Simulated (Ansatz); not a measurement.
Base system: SiC (space group P6_3mc, No. 186; a = 3.078 Å, c = 10.076 Å). Axes: x lies along a and z along c of the hexagonal cell.

Levels (all Ansatz, a first-principles code, PAW, earlier PAW set): PBEsol (420 eV, no SOC); HSE06 (420 eV, no spin-orbit coupling).

Its gap is 2.12 eV with PBEsol and 3.14 eV with HSE06.

One thing is altered: the symmetric strain tensor [0.0017 0.0067 0.0070; 0.0067 0.0090 -0.0051; 0.0070 -0.0051 -0.0040]; the atoms relax in the strained cell.

With PBEsol the gap becomes 1.94 eV.

Problem. If the HSE06 correction stayed the same, what would the HSE06 gap be, and what does the HSE06 run give?

Solution. A rigid correction of +1.02 eV gives 2.96 eV. The HSE06 run gives 2.96 eV, so the two effects roughly add.

Single points use the geometry relaxed with PBEsol. HSE06 gaps are upper bounds (no full band path). Stability against distortions was not tested.
